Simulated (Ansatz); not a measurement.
The starting structures come from a database of crystals and need not be the phases stable at ambient conditions.

 Where the default PAW files enter, the runs use the earlier of Ansatz's two default sets.

The decay constant κ of evanescent states in the gap governs leakage through a thin film.

Here is the system:

```
BiVO4
1.0
    9.73452     0.00000     0.00000
    4.25793     8.75391     0.00000
    4.86726     3.04504     2.01389
V Bi O
2 2 8
Direct
  0.75000   0.25000   0.50000
  0.50000   0.50000   0.00000
  0.00000   0.00000   0.00000
  0.25000   0.75000   0.50000
  0.32928   0.51081   0.97838
  0.76081   0.07928   0.47838
  0.32928   0.14775   0.70450
  0.39775   0.07928   0.20450
  0.92072   0.60225   0.79550
  0.48919   0.67072   0.02162
  0.92072   0.23919   0.52162
  0.85225   0.67072   0.29550
```

Space group of this cell: I4_1/amd. The cell is taken as given; by r2SCAN its mean pressure is -0.8 GPa.

Transport runs along the normal of the first two printed cell vectors, the (111) plane of the conventional cell.

No gap correction and no spin-orbit coupling; mid-gap values are interpolated between computed energies.

Task: Estimate the band gap and the smallest decay constant κ at mid-gap that Ansatz (a first-principles code) with r2SCAN returns for this system.

Result: Gap 2.79 eV on a 14×14×14 mesh; κ = 0.318 1/Å, at (0.500, 0.500) of the in-plane reciprocal vectors. At the zone centre, at the nearest computed energy, the slowest state has κ = 0.42 1/Å.
